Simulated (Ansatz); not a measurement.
ZrC: pressure series

The parent structure is ZrC in the rock salt structure (space group Fm-3m, No. 225; a = 4.669 Å).

Cell and atoms are relaxed at each pressure.

Computed with Ansatz (a first-principles code) PBEsol, no spin-orbit coupling.

Notes on the quantities. enthalpy: H = E + PV relative to the base's energy.

```csv
case,enthalpy,density
base,–,6.74 g/cm³
pressure −2 GPa,-0.16 eV/atom,6.68 g/cm³
pressure −1 GPa,-0.08 eV/atom,6.71 g/cm³
pressure 0.9 GPa,+0.07 eV/atom,6.76 g/cm³
pressure 2.1 GPa,+0.17 eV/atom,…
pressure 4.5 GPa,+0.35 eV/atom,6.86 g/cm³
pressure 9 GPa,+0.70 eV/atom,6.98 g/cm³
pressure 15 GPa,+1.16 eV/atom,7.13 g/cm³
pressure 22.5 GPa,+1.71 eV/atom,7.31 g/cm³
pressure 30 GPa,+2.26 eV/atom,7.47 g/cm³
```

Task: Some entries are withheld; estimate them.

Result: 
- pressure 2.1 GPa, density: 6.80 g/cm³

Load acts through the strain it causes; cell and atoms are relaxed under it. No phonon test of stability was made. No other phases were tried under pressure. All final runs are without spin polarisation.
